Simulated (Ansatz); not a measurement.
**What uniaxial strain ε_zz = +2.00 % does to Y**

Consider Y in the hcp (Mg type) structure (space group P6_3/mmc, No. 194; a = 3.6523 Å, c = 5.7029 Å; relaxed with 0.1 eV smearing). Axes: x lies along a and z along c of the hexagonal cell.

Perturbation: the cell is stretched by 2.00 % along z with no lateral relaxation, atoms relaxed at fixed cell.

The values are results of Kohn–Sham DFT with the PBE functional, run in Ansatz (a quantum-chemistry and plane-wave program) with PAW and 420 eV plane waves, no spin-orbit coupling, not measurements. k-mesh 18×18×10 (Γ-centred); smearing 0.1 eV (Fermi–Dirac).

Space group: P6_3/mmc (No. 194) (base P6_3/mmc (No. 194))
Shortest interatomic distance: 359.2 pm (base 354.6 pm)
Energy relative to the base (free energy F): +3.1 meV/atom
Pressure (mean of the normal stresses, compression positive): -0.8 GPa (base 0.0 GPa)
Band gap: zero (base zero)
Stress (xx, yy, zz, yz, xz, xy; compression positive): (-0.4, -0.4, -1.5, 0.0, 0.0, 0.0) GPa

Final structure:

```
CELL_PARAMETERS angstrom
      3.65235     0.00000     0.00000
     -1.82617     3.16303     0.00000
      0.00000     0.00000     5.81699
ATOMIC_POSITIONS crystal
  Y  0.66667 0.33333 0.75000
  Y  0.33333 0.66667 0.25000
```

Cost of the whole job for the changed cell (relaxation, final SCF and bands): about 22 core-seconds (a rough figure).

Whether these cells are dynamically stable was not tested. The final runs are not spin-polarised.
